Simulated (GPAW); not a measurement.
# Input and output of a self-consistent single point for Rb3Zn (I4/mmm, 4 atoms in the cell) (GPAW)

Level of theory: LDA (Perdew-Wang 92), GPAW PAW datasets LDA (gpaw-data 1.0.1) (plane waves; GPAW).

Input:

```python
from ase import Atoms
from ase.units import GPa
from gpaw import GPAW, PW

atoms = Atoms(['Rb', 'Rb', 'Rb', 'Zn'],
              cell=[[-3.139690, 3.139690, 6.317535],
                    [3.139690, -3.139690, 6.317535],
                    [3.139690, 3.139690, -6.317535]],
              positions=[[0.000000, 3.139690, 3.158768],
                         [3.139690, 0.000000, 3.158768],
                         [0.000000, 0.000000, 6.317535],
                         [0.000000, 0.000000, 0.000000]],
              pbc=True)

calc = GPAW(mode=PW(800),
            xc='LDA',
            kpts=(5, 5, 5),
            occupations={'name': 'methfessel-paxton', 'width': 0.272, 'order': 0},
            nbands=-10,
            convergence={'density': 1e-05, 'energy': 1e-05},
            symmetry={'symmorphic': False, 'tolerance': 0.0005},
            maxiter=150)

atoms.calc = calc

energy = atoms.get_potential_energy()
print('Energy (eV):', round(energy, 6))
forces = atoms.get_forces()
print('Forces (eV/Ang):')
print(forces.round(5))
stress = atoms.get_stress()
print('Stress (GPa, Voigt):', (stress / GPa).round(4))
```

Output, abridged:

```
Input parameters:
  convergence: {density: 1e-05,
                energy: 1e-05}
  kpts: [5 5 5]
  maxiter: 150
  mode: {ecut: 800.0,
         name: pw}
  nbands: -10
  occupations: {name: methfessel-paxton,
                order: 0,
                width: 0.272}
  symmetry: {symmorphic: False,
             tolerance: 0.0005}

species:
  Rb:
    name: Rubidium
    Z: 37.0
    valence: 9
    core: 28
    charge: 0.0
    file: Rb.LDA.gz

    # Using partial waves for Rb as LCAO basis

  Zn:
    name: Zinc
    Z: 30.0
    valence: 12
    core: 18
    charge: 0.0
    file: Zn.LDA.gz

    # Using partial waves for Zn as LCAO basis

Reference energy: -291808.171835  # eV

Spin-paired calculation

Convergence criteria:
 Maximum [total energy] change in last 3 cyles: 1e-05 eV / valence electron
 Maximum integral of absolute [dens]ity change: 1e-05 electrons / valence electron
 Maximum integral of absolute [eigenst]ate change: 4e-08 eV^2 / valence electron
 Maximum number of scf [iter]ations: 150

Symmetries present (total): 16
Symmetries with fractional translations: 0
125 k-points: 5 x 5 x 5 Monkhorst-Pack grid
18 k-points in the irreducible part of the Brillouin zone
       k-points in crystal coordinates                weights
   0:     0.00000000    0.00000000    0.00000000          1/125
   1:     0.20000000   -0.20000000    0.00000000          4/125
   2:     0.20000000   -0.20000000    0.20000000          4/125
   [... 7 lines left out ...]
          ...
  17:     0.40000000    0.40000000    0.40000000          8/125

Wave functions: Plane wave expansion
  Cutoff energy: 800.000 eV
  Number of coefficients (min, max): 12772, 12857
  Pulay-stress correction: 0.000000 eV/Ang^3 (de/decut=0.000000)

Occupation numbers: Methfessel-Paxton:
  width: 0.2720  # eV
  order: 0

Eigensolver

Densities:
  Coarse grid: 54*54*54 grid
  Fine grid: 108*108*108 grid
  Total Charge: 0.000000

Density mixing:
  Method: separate
  Backend: pulay
  Linear mixing parameter: 0.05
  old densities: 5
  Damping of long wavelength oscillations: 50

Hamiltonian:
  XC and Coulomb potentials evaluated on a 108*108*108 grid
  External potential:
    NoExternalPotential

Number of atoms: 4
Number of atomic orbitals: 24
Number of bands in calculation: 29
Number of valence electrons: 39
Bands to converge: occupied

Density initialized from atomic densities
  24 bands from LCAO basis set
  5 bands from random numbers

Atomic positions and initial magnetic moments

Positions:
   0 Rb     0.000000    3.139690    3.158768    ( 0.0000,  0.0000,  0.0000)
   1 Rb     3.139690    0.000000    3.158768    ( 0.0000,  0.0000,  0.0000)
   2 Rb     0.000000    0.000000    6.317535    ( 0.0000,  0.0000,  0.0000)
   3 Zn     0.000000    0.000000    0.000000    ( 0.0000,  0.0000,  0.0000)

Unit cell:
           periodic     x           y           z      points  spacing
  1. axis:    yes   -3.139690    3.139690    6.317535    54     0.1041
  2. axis:    yes    3.139690   -3.139690    6.317535    54     0.1041
  3. axis:    yes    3.139690    3.139690   -6.317535    54     0.0822

  Lengths:   7.721823   7.721823   7.721823
  Angles:  132.017194 132.017194  70.201872

Effective grid spacing dv^(1/3) = 0.1165

     iter     time        total  log10-change:
                         energy   eigst   dens
iter:   1 --:--:--    -4.414428
iter:   2 --:--:--    -4.360828   -1.39  -1.49
iter:   3 --:--:--    -4.042396   -1.90  -1.52
iter:   4 --:--:--    -4.040721   -3.10  -1.86
iter:   5 --:--:--    -4.054486   -3.06  -1.86
iter:   6 --:--:--    -4.030244   -3.20  -2.05
iter:   7 --:--:--    -4.029549   -4.42  -2.56
iter:   8 --:--:--    -4.029727   -4.92  -3.15
iter:   9 --:--:--    -4.029759c  -5.13  -3.20
iter:  10 --:--:--    -4.029618c  -3.87  -3.30
iter:  11 --:--:--    -4.029544c  -5.73  -3.72
iter:  12 --:--:--    -4.029727c  -4.89  -3.90
iter:  13 --:--:--    -4.029564c  -5.21  -3.68
iter:  14 --:--:--    -4.029568c  -6.30  -3.80
   [... 7 lines left out ...]
iter:  22 --:--:--    -4.029514c  -5.90  -4.55
iter:  23 --:--:--    -4.029504c  -5.99  -4.34
iter:  24 --:--:--    -4.029505c  -6.95  -4.81
iter:  25 --:--:--    -4.029507c  -6.71  -4.87
iter:  26 --:--:--    -4.029507c  -6.72  -4.84
iter:  27 --:--:--    -4.029508c  -7.61c -5.04c

Converged after 27 iterations.

Dipole moment: (-0.000000, 0.000000, 0.000008) |e|*Ang

Energy contributions relative to reference atoms: (reference = -291808.171835)

Kinetic:         +1.515339
Potential:       -0.319812
External:        +0.000000
XC:              -5.167977
Entropy (-ST):   -0.101353
Local:           -0.006382
SIC:             +0.000000
--------------------------
Free energy:     -4.080184
Extrapolated:    -4.029508

Showing only first 2 kpts
 Kpt  Band  Eigenvalues  Occupancy
  0    17     -2.17057    2.00000
  0    18      1.09611    1.99831
  0    19      2.23115    0.00577
  0    20      2.63820    0.00000

  1    17     -1.98152    2.00000
  1    18      0.90217    1.99997
  1    19      2.20564    0.00859
  1    20      2.34798    0.00076

Fermi level: 1.70018

No gap
No difference between direct/indirect transitions
Energy (eV): -4.029508

Forces in eV/Ang:
  0 Rb   -0.00000    0.00000    0.00000
  1 Rb    0.00000    0.00000    0.00000
  2 Rb   -0.00000   -0.00000    0.00000
  3 Zn   -0.00000    0.00000    0.00000

Stress tensor:
     0.004228     0.000000     0.000000
     0.000000     0.004228     0.000000
     0.000000     0.000000     0.004590
Stress (GPa, Voigt): [0.6774 0.6774 0.7354 0.     0.     0.    ]
```

The run converged in 27 iterations. GPAW prints stress with tension positive.

The starting cell comes from a database of computed structures (which also holds hypothetical and non-ambient phases and stackings), without a prior relaxation at this level.

Cost on one core of a shared machine: roughly 6 min.
